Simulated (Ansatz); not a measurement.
W on the 1x1 (10-10) surface of wurtzite GaN (cut with top plane Ga + N), one in a 2x1 cell, energies for each (33.7 Å²). Energies are against an atom of bcc W, without zero-point or thermal terms; each row is named by its start. No converged result for: 1 more start.

Host crystal: wurtzite GaN, with a band gap (PBE, scalar-relativistic without spin-orbit coupling).

Level of theory: PBE (plane waves to 420 eV, PAW; Ansatz, a quantum-chemistry and plane-wave program).

Slab: 33 atoms, 9.3 Å thick at the start under the adsorbate (thin: gaps and levels are the slab's own); k 3x4x1, smearing 0.01 eV, dipole-corrected; 16 atoms held, the rest relaxed; each run with such symmetry as its start has; spin-polarised, no spin-orbit, no U, no dispersion correction.

A negative adsorption energy means that the adsorbate is more stable on the surface than in its reference. Starts that drift may end in the same place. Heights count from the host atoms within 0.3 Å of the top one.

```json
[
 {"starting site": "top N (the adsorbate broke or entered a bond of the host)", "E_ads (eV)": "4.99", "height (Å)": "1.60", "nearest host atom (Å)": "N 1.92", "bonded to": "Ga + N", "change of the vacuum step (eV)": "-0.64", "lateral drift (Å)": "0.5", "moment (μB)": "4.0"},
 {"starting site": "top Ga (the adsorbate broke or entered a bond of the host)", "E_ads (eV)": "4.99", "height (Å)": "1.60", "nearest host atom (Å)": "N 1.92", "bonded to": "Ga + N", "change of the vacuum step (eV)": "-0.64", "lateral drift (Å)": "1.3", "moment (μB)": "4.0"},
 {"starting site": "hollow Ga-Ga-N-N", "E_ads (eV)": "3.78", "height (Å)": "0.82", "nearest host atom (Å)": "N 1.90", "bonded to": "3 Ga + 2 N", "change of the vacuum step (eV)": "-0.13", "lateral drift (Å)": "0.7", "moment (μB)": "0.0"},
 {"starting site": "hollow beside Ga", "E_ads (eV)": "4.87", "height (Å)": "1.63", "nearest host atom (Å)": "N 1.97", "bonded to": "3 Ga + N", "change of the vacuum step (eV)": "-0.72", "lateral drift (Å)": "0.8", "moment (μB)": "4.0"},
 {"starting site": "bridge Ga-Ga-Ga-N-N-N (span 3.3 Å)", "E_ads (eV)": "3.78", "height (Å)": "0.82", "nearest host atom (Å)": "N 1.90", "bonded to": "3 Ga + 2 N", "change of the vacuum step (eV)": "-0.13", "lateral drift (Å)": "0.7", "moment (μB)": "0.0"}
]
```
